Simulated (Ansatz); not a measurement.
**CdF2 under a change: pressure −2 GPa**

Take CdF$_{2}$ in the fluorite structure (space group Fm-3m, No. 225; a = 5.481 Å) as the base.

One thing is altered: a negative pressure, −2 GPa.

Calculations: PBE in Ansatz (plane waves to 420 eV, PAW, no spin-orbit coupling). k-mesh 10×10×10 (Γ-centred); smearing 0.05 eV (Fermi–Dirac).

| quantity | base | changed | shift |
|---|---|---|---|
| volume per atom | 13.73 Å³ | 14.04 Å³ | +0.31 Å³ |
| density | 6.07 g/cm³ | 5.93 g/cm³ | -0.135 g/cm³ |
| lattice parameter a | 5.481 Å | 5.523 Å | +0.0413 Å |
| shortest interatomic distance | 2.374 Å | 2.391 Å | +0.0179 Å |
| band gap | 2.92 eV | 2.83 eV | -0.080 eV |
| gap character | indirect, W → Γ | indirect, W → Γ | – |
| smallest direct gap | 3.47 eV | 3.42 eV | -0.058 eV |
| mean gap deformation potential ΔEg/Δln V | – | -3.6 eV | – |
| width of the top valence band | 0.56 eV | 0.58 eV | +0.02 eV |
| electron mass | 0.38 mₑ (at Γ) | 0.38 mₑ (at Γ) | – |

Final structure:

```yaml
crystal:
  lattice:
    - [0.00000, 2.76138, 2.76138]
    - [2.76138, 0.00000, 2.76138]
    - [2.76138, 2.76138, 0.00000]
  atoms:
    - { symbol: Cd, position: [0.00000, 0.00000, 0.00000] }
    - { symbol: F, position: [0.25000, 0.25000, 0.25000] }
    - { symbol: F, position: [0.75000, 0.75000, 0.75000] }
```

Load acts through the strain it causes; cell and atoms are relaxed under it. Masses are band curvatures over ±0.01 Å⁻¹ around the edge. No phonon test of stability was made.

Ansatz is a program for electronic structure.
